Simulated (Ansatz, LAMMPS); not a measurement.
Si lens of 41 atoms, radius 0.80 nm, coherent in Ge, 5x5x5 cubic cells at the host's lattice parameter

Cell 28.80 × 28.80 × 28.80 Å, Si41Ge959, 1000 atoms. Prepared with LAMMPS with Tersoff's 1989 multicomponent potential (SiCGe.tersoff): minimisation. 

The numbers are results of PBE, support functions at accuracy medium on the grid of 370 eV (norm-conserving potentials; Ansatz, a quantum-chemistry and plane-wave program), not measurements.

Basis: localised support functions (accuracy medium) on a full density matrix. k-points: zone centre alone; occupations: Fermi-Dirac, 0.010 eV; spin polarisation not allowed. Scalar-relativistic, no spin-orbit coupling.

```
Item                                                                                              Value
--------------------------------------------  ---------------------------------------------------------
energy over the perfect crystal(s), per atom                                                 3 meV/atom
electronic character of the cell                                       no gap resolved at this smearing
coordination (neighbours within 2.995 Å)                                                 100.0 % 4-fold
Ge-Ge bonds, mean ± spread                                                              2.498 ± 0.004 Å
Ge-Si bonds, mean ± spread                                                              2.458 ± 0.006 Å
Si-Si bonds, mean ± spread                                                              2.420 ± 0.006 Å
bond angles, mean ± spread                                                                109.5° ± 0.6°
pressure                                                                                      -0.36 GPa
cost of the final run                         around 90 core-minutes (rough), 16 SCF iterations, 20 GiB
```
